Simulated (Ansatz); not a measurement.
Results of LDA (plane waves, PAW; Ansatz, a first-principles code) for Bi₂SO₂ (model structure, started from the La2SO2 type, P-3m1, No. 164, 5 atoms in the cell).

Numerical settings: plane-wave cutoff 520 eV, 12×12×6 k mesh (along the axes of the cell as run), Fermi–Dirac smearing 0.01 eV, scalar-relativistic PAW data made under PBE.

Cell (relaxed at this level):

```cif
data_Bi2O2S
_chemical_formula_sum 'Bi2 S1 O2'
_space_group_name_H-M_alt 'P 1'
_space_group_IT_number 1
_cell_length_a 3.90758
_cell_length_b 3.90758
_cell_length_c 6.71305
_cell_angle_alpha 90.000
_cell_angle_beta 90.000
_cell_angle_gamma 120.000
loop_
_space_group_symop_operation_xyz
  'x, y, z'
loop_
_atom_site_label
_atom_site_type_symbol
_atom_site_fract_x
_atom_site_fract_y
_atom_site_fract_z
_atom_site_occupancy
Bi1 Bi 0.66667 0.33333 0.77697 1
Bi2 Bi 0.33333 0.66667 0.22303 1
S1 S 0.00000 0.00000 0.50000 1
O1 O 0.66667 0.33333 0.12180 1
O2 O 0.33333 0.66667 0.87820 1
```

Estimate the band gap, smallest direct gap on the k points sampled and Γ–Γ gap that the calculation returns.


* **band gap**: 1.63 eV
* **smallest direct gap on the k points sampled**: 2.00 eV
* **Γ–Γ gap**: 2.66 eV

Note: the relaxation could raise the start's symmetry but not lower it, so the cell can be a saddle point.

Spin–orbit coupling is not included; with these elements it can move the gap by several tenths of an eV or more.

A model structure was made by putting elements into a prototype or built by hand; it is no filed structure, need not be a known phase, and can be a saddle point held by its symmetry.
